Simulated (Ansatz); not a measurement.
The reference is ScCuO2 (space group P6_3/mmc, No. 194).

```cif
data_Cu2O4Sc2
_chemical_formula_sum 'Cu2 Sc2 O4'
_space_group_name_H-M_alt 'P 1'
_space_group_IT_number 1
_cell_length_a 3.20286
_cell_length_b 3.20286
_cell_length_c 11.28434
_cell_angle_alpha 90.000
_cell_angle_beta 90.000
_cell_angle_gamma 120.000
loop_
_space_group_symop_operation_xyz
  'x, y, z'
loop_
_atom_site_label
_atom_site_type_symbol
_atom_site_fract_x
_atom_site_fract_y
_atom_site_fract_z
_atom_site_occupancy
Cu1 Cu 0.33333 0.66667 0.25000 1
Cu2 Cu 0.66667 0.33333 0.75000 1
Sc1 Sc 0.00000 0.00000 0.00000 1
Sc2 Sc 0.00000 0.00000 0.50000 1
O1 O 0.33333 0.66667 0.08947 1
O2 O 0.66667 0.33333 0.58947 1
O3 O 0.33333 0.66667 0.41053 1
O4 O 0.66667 0.33333 0.91053 1
```

Calculations: Ansatz (an electronic-structure program) PBEsol, no spin-orbit coupling.

Before the change:

```
Property                   Value
-------------------  -----------
Lattice parameter a      3.203 Å
Gap character        direct at M
c/a ratio                  3.523
```

Perturbation: a negative pressure, −2 GPa.

Task: What happens to the lattice parameter a, gap character and c/a ratio?

Result: The lattice parameter a increases by 0.021 Å (3.203 Å → 3.224 Å); the gap character stays direct at M; the c/a ratio shrinks by 0.0167 to 3.507.

Load acts through the strain it causes; cell and atoms are relaxed under it. Stability against distortions was not tested. No Hubbard U is applied. All final runs are without spin polarisation.
